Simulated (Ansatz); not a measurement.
## Na (model structure, from the simple cubic type, Pm-3m, No. 221): bulk modulus by level of theory

No measured value is used here.

```tsv
level (code)	value (GPa)	cell (Å³/atom)
LDA (Ansatz)	7.3	35.75
PBEsol (Ansatz)	6.4	38.82
r²SCAN (Ansatz)	…	39.83
```

### Question
What belongs in the gaps?

### Answer

- r²SCAN (Ansatz, a quantum-chemistry and plane-wave program), value (GPa): 6.3

LDA, PBEsol, r²SCAN: the bulk modulus is −V dP/dV from two relaxed cells at ±2 % in volume. Each level is taken at its own relaxed cell. Cutoffs differ between the levels. Ansatz's density-functional and Hartree–Fock values are scalar-relativistic unless marked +SOC, with PAW data made under PBE.

A model structure was made by putting elements into a prototype or built by hand; it is no filed structure, need not be a known phase, and can be a saddle point held by its symmetry.
